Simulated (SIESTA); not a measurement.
SIESTA run on LiMnN2 (I-42d, 8 atoms in the cell): self-consistent single point.

Level of theory: GGA PBEsol, numerical atomic orbitals DZP, PseudoDojo PBEsol standard norm-conserving potentials (rewritten from UPF to PSML) (SIESTA 5.4.2).

The change in words: lattice scaled by 0.98. Reference geometry:
```
CELL_PARAMETERS angstrom
     -2.28069     2.28069     4.19606
      2.28069    -2.28069     4.19606
      2.28069     2.28069    -4.19606
ATOMIC_POSITIONS crystal
  Li 0.25000 0.75000 0.50000
  Li 0.50000 0.50000 0.00000
  Mn 0.75000 0.25000 0.50000
  Mn 0.00000 0.00000 0.00000
  N  0.37500 0.94348 0.06848
  N  0.05652 0.12500 0.43152
  N  0.87500 0.30652 0.93152
  N  0.69348 0.62500 0.56848
```
Moments meant for the start (each program seeds them in its own way; μB, in the order of the atoms Li Li Mn Mn N N N N): 0.0 0.0 4.0 4.0 0.0 0.0 0.0 0.0.

Reference input (self-consistent single point, DFT, GGA PBEsol, numerical atomic orbitals DZP, PseudoDojo PBEsol standard norm-conserving potentials (rewritten from UPF to PSML)): XC.functional = GGA; XC.authors = PBEsol; potentials = PseudoDojo PBEsol standard; PAO.BasisSize = DZP; PAO.EnergyShift = 0.005 Ry; MeshCutoff = 350 Ry; kgrid.MonkhorstPack = 5 5 5; OccupationFunction = MP; OccupationMPOrder = 0; ElectronicTemperature = 0.2 eV; Spin = polarized; DM.InitSpin = [1 +0.00, 2 +0.00, 3 +4.00, 4 +4.00, 5 +0.00, 6 +0.00, 7 +0.00, 8 +0.00]. This run's input differs from it in these lines:

```diff
@@ -13,5 +13,5 @@
 %block LatticeVectors
-    -2.280690000    2.280690000    4.196060000
-     2.280690000   -2.280690000    4.196060000
-     2.280690000    2.280690000   -4.196060000
+    -2.235076000    2.235076000    4.112139000
+     2.235076000   -2.235076000    4.112139000
+     2.235076000    2.235076000   -4.112139000
 %endblock LatticeVectors
@@ -19,10 +19,10 @@
 %block AtomicCoordinatesAndAtomicSpecies
-     2.280690000    0.000000000    2.098030000  1
-     0.000000000    0.000000000    4.196060000  1
-     0.000000000    2.280690000    2.098030000  2
+     2.235076000    0.000000000    2.056069500  1
+     0.000000000    0.000000000    4.112139000  1
+    -0.000000000    2.235076000    2.056069500  2
      0.000000000    0.000000000    0.000000000  2
-     1.452708302   -1.140345000    5.245075000  3
-     1.140345000    0.827981698   -1.049015000  3
-     0.827981698    3.421035000    1.049015000  3
-     1.140345000    1.452708302    3.147045000  3
+     1.423654009   -1.117538000    5.140173750  3
+     1.117538000    0.811421991   -1.028034750  3
+     0.811421991    3.352614000    1.028034750  3
+     1.117538000    1.423654009    3.084104250  3
 %endblock AtomicCoordinatesAndAtomicSpecies
```

Output, abridged:

```
        iscf     Eharris(eV)        E_KS(eV)     FreeEng(eV)     dDmax    Ef(eV) dHmax(eV)
   scf:    1    -7181.261245    -7364.593204    -7364.632982  0.748282 -4.582685 34.630911
     spin moment: {S} , |S| = {        0.0        0.0    3.99601 }     3.99601
   scf:    2    -7451.667414    -7414.230581    -7414.265671  0.083917 -6.153046 18.347447
     spin moment: {S} , |S| = {        0.0        0.0    3.99994 }     3.99994
   scf:    3    -7408.267540    -7430.245303    -7430.307760  0.246784 -7.356158  9.509873
     spin moment: {S} , |S| = {        0.0        0.0    3.45734 }     3.45734
   [... lines left out ...]
     spin moment: {S} , |S| = {        0.0        0.0    0.79641 }     0.79641
   scf:   46    -7435.298862    -7435.298860    -7435.391472  0.000020 -6.994468  0.000102
     spin moment: {S} , |S| = {        0.0        0.0    0.79660 }     0.79660
   scf:   47    -7435.298868    -7435.298864    -7435.391472  0.000045 -6.994448  0.000027
     spin moment: {S} , |S| = {        0.0        0.0    0.79695 }     0.79695
   scf:   48    -7435.298863    -7435.298863    -7435.391472  0.000003 -6.994450  0.000024
     spin moment: {S} , |S| = {        0.0        0.0    0.79690 }     0.79690
SCF Convergence by DM+H criterion
max |DM_out - DM_in|         :     0.0000031834
max |H_out - H_in|      (eV) :     0.0000237128
SCF cycle converged after 48 iterations

Using DM_out to compute the final energy and forces

siesta: E_KS(eV) =            -7435.2989

siesta: E_KS - E_eggbox =     -7435.2989

siesta: Atomic forces (eV/Ang):
     1    0.000164    0.000193   -0.000141
     2    0.000221    0.000217   -0.000347
     3    0.000026    0.001713   -0.003749
     4    0.001766    0.002836   -0.004762
     5   -0.707655   -0.000182    0.000094
     6   -0.000618    0.706673    0.001060
     7    0.706585   -0.000071    0.000849
     8   -0.000248   -0.707828    0.000087
   Tot    0.000242    0.003550   -0.006910
   Max    0.707828
   Res    0.288711    sqrt( Sum f_i^2 / 3N )
   Max    0.707828    constrained

   [... lines left out ...]
siesta: FreeEng =     -7435.391472
siesta: Cell volume =         82.169826 Ang**3
siesta:          78.45113497         84.06067247  kBar
   [... lines left out ...]
     1     0.187996    2.812004   -0.006278  Li
     2     0.188116    2.811884   -0.006278  Li
     3     0.881954   14.118046    0.411072  Mn
     4     0.882372   14.117628    0.411077  Mn
     5    -0.535108    5.535108   -0.003177  N
     6    -0.535077    5.535077   -0.003168  N
     7    -0.535104    5.535104   -0.003168  N
     8    -0.535148    5.535148   -0.003178  N
 Total    -0.000000                0.796902
```

The run converged in 48 iterations. Against the reference run the free energy goes up by 9.6 meV/atom, the pressure goes from -2.56 to 7.85 GPa, the largest force goes from 0.059 to 0.708 eV/Å and the size of the net moment goes from 0.17 to 0.10 μB/atom.

The starting cell comes from a database of computed structures (which also holds hypothetical and non-ambient phases and stackings), without a prior relaxation at this level. For this run, on top of that: lattice scaled by 0.98. The moments shrank to a small part of their start, a low-spin state that need not be the lowest. Values carry the incompleteness of an atom-centred basis. With a pressure of about 8 GPa the cell is away from its equilibrium volume at this level.

Cost on one core of a shared machine: roughly 4 min.
